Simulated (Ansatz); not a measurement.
The reference is ScCuO₂ (space group P6_3/mmc, No. 194; a = 3.2029 Å, c = 11.2843 Å). Axes: x lies along a and z along c of the hexagonal cell.

Method: plane-wave PAW DFT at the PBEsol level (Ansatz, an electronic-structure program, 420 eV), spin-orbit coupling left out.

For the base:

```
Item                 Value
-------------  -----------
Band gap           2.33 eV
Gap character  direct at M
```

Perturbation: biaxial strain −0.75 %, plane normal [001], relaxed out of plane (Cartesian); in-plane vectors clamped, the third vector and the atoms free.

Question: What happens to the out-of-plane strain?

Answer: The out-of-plane strain amounts to +0.42 %.

Question: How does this affect the band gap?

Answer: The band gap falls by 0.025 eV to 2.30 eV.

Question: How does this affect the gap character?

Answer: The gap character is still direct at M.

Question: What happens to the in-plane stress?

Answer: The mean in-plane stress (compression positive) amounts to +1.8 GPa.

Whether these cells are dynamically stable was not tested. No Hubbard U is applied. All final runs are without spin polarisation.
